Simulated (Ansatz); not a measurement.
NbSi (model structure, started from the CsCl type, Pm-3m, No. 221, 2 atoms in the cell)

Calculation: PBE (plane waves, PAW; Ansatz, a first-principles code).

Numerical settings: plane-wave cutoff 500 eV, 12×12×12 k mesh, Fermi–Dirac smearing 0.05 eV, no spin polarisation, scalar-relativistic PAW data made under PBE.

Cell (relaxed at this level):

```xyz
2
Lattice="3.1572 0.0000 0.0000 0.0000 3.1572 0.0000 0.0000 0.0000 3.1572" Properties=species:S:1:pos:R:3 pbc="T T T"
Nb     0.0000     0.0000     0.0000
Si     1.5786     1.5786     1.5786
```

For NbSi (model structure, started from the CsCl type, Pm-3m, No. 221, 2 atoms in the cell), the band gap comes out as none.

Note: the relaxation could raise the start's symmetry but not lower it, so the cell can be a saddle point.

Spin–orbit coupling is not included.

Computed values are for the static lattice.

The result took about 8 core-seconds (a rough figure).

A model structure was made by putting elements into a prototype or built by hand; it is no filed structure, need not be a known phase, and can be a saddle point held by its symmetry.
